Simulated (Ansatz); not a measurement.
V_Zn+In_Zn in wurtzite ZnO (the name describes the start): one set of geometries, relaxed with PBE, evaluated in Ansatz (PAW, plane waves to 420 eV, 500 eV under r2SCAN) with PBE, r2SCAN.

Details: 96-site cell; 2×2×2 shifted k-points; start: the Zn site; Zn 3.25 Å away; charged states image-corrected; no spin–orbit coupling; not converged in cell size; relaxed from one start, so a lower configuration may exist; flagged in the runs: a host whose relaxation on this sampling wasn't shown to rest, a strain field that reaches the edge of the cell.

| quantity | PBE | r2SCAN |
|---|---|---|
| host gap (eV) | 0.74 | 1.17 |
| neutral formation energy against tetragonal indium, hcp Zn (eV) | 4.15 | 4.46 |
| largest moment on one atom at charge 0 (μB) | 0.16 | 0.20 |

PBE narrows the gap by 0.43 eV against r2SCAN, the highest level run.

Ansatz is a program for electronic structure.
